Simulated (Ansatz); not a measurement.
**AlPt3 (I4/mcm, No. 140, 8 atoms in the cell; start mp-1080448)**

Calculation: LDA (plane waves, PAW; Ansatz, a quantum-chemistry and plane-wave program).

Run with plane-wave cutoff 520 eV, 14×14×14 k mesh, Fermi–Dirac smearing 0.05 eV, scalar-relativistic PAW data made under PBE.

Cell (relaxed at this level):

```
CELL_PARAMETERS angstrom
     -2.70849     2.70849     3.89382
      2.70849    -2.70849     3.89382
      2.70849     2.70849    -3.89382
ATOMIC_POSITIONS crystal
  Al 0.75000 0.25000 0.50000
  Al 0.25000 0.75000 0.50000
  Pt 0.75000 0.75000 0.00000
  Pt 0.25000 0.25000 0.00000
  Pt 0.21445 0.71445 0.92889
  Pt 0.78555 0.28555 0.07111
  Pt 0.71445 0.78555 0.50000
  Pt 0.28555 0.21445 0.50000
```

```json
{
 "band_gap": "zero (no gap)",
 "bulk modulus B0": "264 GPa"
}
```

Note: the relaxation could not lower the start's symmetry, so the cell can be a saddle point above a distorted one; the bulk modulus is −V dP/dV from two relaxed cells at ±2 % in volume.

Spin–orbit coupling is not included.

The computed numbers hold no vibrational or temperature effects.

A start named mp-… is a Materials Project structure, which need not be a measured phase.
